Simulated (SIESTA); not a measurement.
**Short convergence ladders for MnO2 (Cmm2, 6 atoms in the cell)**

```xyz
6
Lattice="4.3780 0.0000 0.0000 0.0000 4.3780 0.0000 0.0000 0.0000 2.8556" Properties=species:S:1:pos:R:3 pbc="T T T"
Mn     0.0000     0.0000     0.0500
Mn     2.1890     2.1890     1.4278
O      1.3353     1.3353     0.0000
O      3.5243     0.8537     1.4278
O      0.8537     3.5243     1.4278
O      3.0427     3.0427     0.0000
```
Moments meant for the start (each program seeds them in its own way; μB, in the order of the atoms Mn Mn O O O O): 3.0 -3.0 0.0 0.0 0.0 0.0.

Base method: SIESTA with LDA PW92, numerical atomic orbitals DZP, PseudoDojo LDA standard norm-conserving potentials (rewritten from UPF to PSML).

Base settings: XC.functional = LDA; XC.authors = PW92; potentials = PseudoDojo LDA standard; PAO.BasisSize = DZP; PAO.EnergyShift = 0.01 Ry; MeshCutoff = 300 Ry; kgrid.MonkhorstPack = 3 3 4; OccupationFunction = FD; ElectronicTemperature = 116.05 K; Spin = polarized.

Core times come from one kind of shared machine, to one figure; runs under 30 s give none.

**The k-point mesh**

Only quantities that move along the ladder and can be compared are tabulated.

```tsv
kgrid.MonkhorstPack	free energy less the last step's (meV/atom)	pressure (GPa)	largest difference of a force vector from the last step's (eV/Å)
2 2 2	0.60	-11.64	0.195
3 3 4	-1.21	-10.76	0.055
3 3 5	-1.24	-10.58	0.024
6 6 9	0.30	-10.04	0.023
9 9 13	0.00	-10.27	0.000
```

Coarsest kgrid.MonkhorstPack that holds the pressure within 1 GPa of the last step, with all finer ones: 3 3 4; the step before is off by 1.4 GPa.

Coarsest kgrid.MonkhorstPack that holds the forces within 0.02 eV/Å: not settled: the last two steps still differ by 0.023 eV/Å, over half the tolerance, so the ladder does not show it.

Coarsest kgrid.MonkhorstPack that holds the free energy within 1 meV/atom of the last step, with all finer ones: 6 6 9; the step before is off by 1.2 meV/atom.

**The k-point mesh at a smearing width of 0.02 eV**

In this ladder: ElectronicTemperature = 232.09 K.

Only quantities that move along the ladder and can be compared are tabulated.

```tsv
kgrid.MonkhorstPack	free energy less the last step's (meV/atom)	pressure (GPa)	largest difference of a force vector from the last step's (eV/Å)
3 3 4	-1.15	-10.72	0.046
4 4 6	-0.66	-10.23	0.033
6 6 9	0.33	-10.10	0.014
12 12 18	0.00	-10.23	0.000
```

Coarsest kgrid.MonkhorstPack that holds the pressure within 0.2 GPa: not settled: the last two steps still differ by 0.13 GPa, over half the tolerance, so the ladder does not show it.

Coarsest kgrid.MonkhorstPack that holds the free energy within 1 meV/atom of the last step, with all finer ones: 4 4 6; the step before is off by 1.1 meV/atom.

Coarsest kgrid.MonkhorstPack that holds the forces within 0.02 eV/Å: not settled: the last two steps still differ by 0.014 eV/Å, over half the tolerance, so the ladder does not show it.

**The k-point mesh at a smearing width of 0.3 eV**

In this ladder: ElectronicTemperature = 3481.36 K.

Only quantities that move along the ladder and can be compared are tabulated.

```tsv
kgrid.MonkhorstPack	largest difference of a force vector from the last step's (eV/Å)	core time / last (rough)
3 3 4	0.008	0.06
4 4 6	0.002	0.06
6 6 9	0.000	0.1
12 12 18	0.000	1
```

Coarsest kgrid.MonkhorstPack that holds the forces within 0.005 eV/Å of the last step, with all finer ones: 4 4 6, at about 0.06 of the last step's time; the step before is off by 0.008 eV/Å.

On the base run: the starting cell has typed, rounded lattice constants, without a prior relaxation at this level. Its lattice was rescaled by up to half a per cent. One atom was moved a little off its site on purpose. The magnetic order is the one reached from the typed start; others were not searched systematically. Values carry the incompleteness of an atom-centred basis. In the base run, with a pressure of about -11 GPa the cell is away from its equilibrium volume at this level. Without a gap this mesh is coarse (it stands for a supercell whose shortest vector is 11 Å).
